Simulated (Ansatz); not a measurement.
The reference is GaCuSe₂ in the chalcopyrite structure (space group I-42d, No. 122; a = 5.508 Å, c = 10.962 Å). Axes: x, y, z lie along a, b, c of the conventional cell.

Structures relaxed with LDA (Ansatz, a first-principles code; PAW; 420 eV plane waves; no spin-orbit coupling).

Base:

Simulated powder pattern, Co Kα, λ = 1.79026 Å (kinematic, ideal powder, no thermal factors, no anomalous dispersion; the 10 strongest lines at most, above 2 %, up to 2θ = 90°):

```
2θ (°)  I/Imax (%)    hkl
------  ----------  -----
32.75          100  (112)
54.73           23  (220)
54.88           46  (204)
65.26           28  (312)
65.53           14  (116)
81.09          7.5  (400)
81.58          3.8  (008)
```

After one change:

Simulated powder pattern, Co Kα, λ = 1.79026 Å (kinematic, ideal powder, no thermal factors, no anomalous dispersion; the 10 strongest lines at most, above 2 %, up to 2θ = 90°):

| 2θ (°) | I/Imax (%) |
|---|---|
| 33.01 | 100 |
| 54.88 | 24 |
| 55.41 | 23 |
| 55.56 | 23 |
| 65.41 | 14 |
| 65.68 | 14 |
| 66.65 | 13 |
| 81.09 | 3.8 |
| 81.58 | 3.8 |
| 83.36 | 3.6 |

**Question.** Which of these changes matches the shifts?
A) uniaxial strain ε_xx = −0.75 %
B) uniaxial strain ε_xx = −1.50 %
C) uniaxial strain ε_xx = −2.25 %
D) uniaxial strain ε_xx = −3.00 %

**Answer.** C, uniaxial strain ε_xx = −2.25 %. Its volume per atom is 20.32 Å³ against 20.79 Å³, and its space group is I2_12_12_1 (No. 24).

Whether these cells are dynamically stable was not tested. The final runs are not spin-polarised.
